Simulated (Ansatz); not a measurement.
# Response to strain in GaAs

Consider GaAs in the zinc blende structure (space group F-43m, No. 216).

```
GaAs
1.0
    0.00000     2.82971     2.82971
    2.82971     0.00000     2.82971
    2.82971     2.82971     0.00000
As Ga
1 1
Direct
  0.75000   0.75000   0.75000
  0.00000   0.00000   0.00000
```

Cartesian axes are those of the cell as printed.

Strains are applied to the cell and any free atomic positions relax; under biaxial strain the out-of-plane vector relaxes too; under stress the whole cell relaxes.

Levels (all Ansatz, a first-principles code, PAW, earlier PAW set): PBEsol (420 eV, no spin-orbit coupling); r2SCAN (500 eV, without spin-orbit coupling); HSE06 (420 eV, spin-orbit coupling left out); PBEsol+SOC (420 eV, with spin-orbit coupling); HSE06+SOC (420 eV, with spin-orbit coupling).

Band gaps by level, all at the geometries relaxed with PBEsol:

```tsv
case	PBEsol	r2SCAN	HSE06	PBEsol+SOC	HSE06+SOC
base	0.42 eV	1.00 eV	1.40 eV	0.31 eV	1.28 eV
biaxial strain −1.02 %, plane normal [001], relaxed out of plane	0.47 eV	1.04 eV	1.44 eV	0.36 eV	1.32 eV
uniaxial strain ε_xx = −3.91 %	0.56 eV	1.16 eV	1.57 eV	0.50 eV	1.50 eV
uniaxial strain ε_xx = −1.97 %	0.49 eV	1.08 eV	1.48 eV	0.41 eV	1.39 eV
uniaxial stress, 3 GPa tension along z	0.21 eV	0.76 eV	1.15 eV	0.10 eV	1.03 eV
strain tensor (xx, yy, zz, yz, xz, xy) = (+0.27, −0.81, +0.44, +1.03, +0.11, −0.15) %	0.32 eV	0.89 eV	1.29 eV	0.25 eV	1.21 eV
```

Single points use the geometry relaxed with PBEsol. Differences between runs with and without spin-orbit coupling are approximate. Stability under load was not tested beyond the relaxation. The zero or small gap of GaAs under uniaxial stress, 3 GPa tension along z and GaAs under strain tensor (xx, yy, zz, yz, xz, xy) = (+0.27, −0.81, +0.44, +1.03, +0.11, −0.15) % can change with the level of theory.
